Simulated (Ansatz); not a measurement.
# Si on the W site (Si_W) (tetragonal WSi2 host)

Level of theory: PBE, PAW (plane waves to 420 eV; Ansatz, a first-principles code). Details: 54-site cell; 4×4×4 shifted k-points; start: the W site; no spin–orbit coupling; energies good to tenths of an eV; the relaxation kept the symmetry of the starting site; flagged in the runs: a host that isn't quite at rest in this cell.

Neighbours after relaxation, in Å: of the Si atom: Si 2.64, Si 2.64, Si 2.67, Si 2.67, Si 2.67, Si 2.67, Si 2.67, Si 2.67 (the shell may go on).

Formation energies E_f are those of the neutral cell. Chemical conditions: Si-rich (Δμ(Si) = 0.00 eV, Δμ(W) = -1.02 eV; only phases computed here count, gases as isolated molecules at 0 K); W-rich (Δμ(Si) = -0.51 eV, Δμ(W) = 0.00 eV; only phases computed here count, gases as isolated molecules at 0 K). Reference phases: Si: silicon, W: bcc W.

| charge | moment (μB) | largest move off a lattice site (Å) | E_f, Si-rich (eV) | E_f, W-rich (eV) |
|---|---|---|---|---|
| 0 | not spin-polarised | 0.05 | 3.76 | 5.29 |

Flagged in the runs: a host that isn't quite at rest in this cell.

All states together cost roughly 7 core-minutes.
